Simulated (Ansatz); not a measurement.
Ansatz (a quantum-chemistry and plane-wave program) run on CaSe (Fm-3m, 2 atoms in the cell): self-consistent single point.

Method of the run: LDA (PW92), default PAW files made with PBE (plane waves; Ansatz).

```yaml
crystal:
  lattice:
    - [0.00000, 2.96000, 2.96000]
    - [2.96000, 0.00000, 2.96000]
    - [2.96000, 2.96000, 0.00000]
  atoms:
    - { symbol: Ca, position: [0.00000, 0.00000, 0.00000] }
    - { symbol: Se, position: [0.50000, 0.50000, 0.50000] }
```

Reference input (self-consistent single point, DFT, PBE, plane waves, default PAW files): basis.ecutwfc = 30.9 Ry; kpoints.mp_grid.grid = 5 5 5; hamiltonian.xc = pbe; hamiltonian.pseudopotentials = {kind: paw} (the program's default PAW files); scf.occupations.method = fermi_dirac; scf.occupations.width = 0.0015 Ry. This run's input differs from it in these lines:

Ansatz 0.2 input:
```diff
@@ -13,3 +13,3 @@
 hamiltonian:
-  xc: pbe
+  xc: lda
   pseudopotentials: { kind: paw }
```

Log, with long lists cut:

```
SCF iter   1: F=—  HF=-7160.052938 eV  |F-HF|=—  |Δ(HF+E_count)|=         —  Δρ=4.72e-3  dr2=5.95e-3  ethr=1.77e-3  ⟨swp⟩=6.9  Hψ=990  notcnv=0
all-band conjugate gradients solve this SCF's bands
preconditioner: auto → none
SCF iter   2: F=—  HF=-7160.051741 eV  |F-HF|=—  |Δ(HF+E_count)|=   1.20e-3  Δρ=2.22e-3  dr2=1.27e-3  ethr=2.29e-5  ⟨swp⟩=2.9  Hψ=366  notcnv=0
SCF iter   3: F=—  HF=-7160.051686 eV  |F-HF|=—  |Δ(HF+E_count)|=   5.45e-5  Δρ=6.64e-4  dr2=2.79e-4  ethr=4.88e-6  ⟨swp⟩=2.0  Hψ=238  notcnv=0
SCF iter   4: F=—  HF=-7160.051581 eV  |F-HF|=—  |Δ(HF+E_count)|=   1.05e-4  Δρ=1.43e-4  dr2=4.45e-6  ethr=1.07e-6  ⟨swp⟩=2.9  Hψ=332  notcnv=0
SCF iter   5: F=—  HF=-7160.051581 eV  |F-HF|=—  |Δ(HF+E_count)|=   4.29e-8  Δρ=1.68e-5  dr2=6.32e-8  ethr=1.71e-8  ⟨swp⟩=2.2  Hψ=294  notcnv=0
SCF iter   6: F=-7160.051581 eV  HF=-7160.051581 eV  |F-HF|=4.26e-9  |Δ(HF+E_count)|=   1.39e-8  Δρ=2.93e-6  dr2=3.95e-9  ethr=2.43e-10  ⟨swp⟩=2.1  Hψ=603  notcnv=0
SCF 1 converged in 6 iterations: F = -7160.051581 eV  dr2 = 3.95e-9
Free energy (F): -7160.051581 eV
Internal energy: -7160.051581 eV  (E = F + TS)
E sigma→0 (E₀):  -7160.051581 eV
Fermi energy:    7.777656 eV
--- Forces (eV/Å), atoms counted from 1 ---
  atom   1  Ca    -0.00000000     0.00000000     0.00000000
  atom   2  Se     0.00000000     0.00000000    -0.00000000
--- Stress (GPa, compression-positive) ---
       -3.262460      -0.000000      -0.000000
        0.000000      -3.262460       0.000000
        0.000000      -0.000000      -3.262460
  P = ⅓ Tr σ = -3.2625 GPa (-32.625 kbar)
  The stress holds the Pulay correction. Without it, at fixed plane waves, as pw.x and ABINIT print it: P = -3.2771 GPa
```

The run converged in 6 iterations. Against the reference run the pressure goes from 0.99 to -3.26 GPa and the gap on the mesh goes from 2.156 to 2.001 eV.

The starting cell has typed, rounded lattice constants, without a prior relaxation at this level. With a pressure of about -3 GPa the cell is away from its equilibrium volume at this level. Ansatz's pressure includes its estimate of the finite-basis (Pulay) stress.
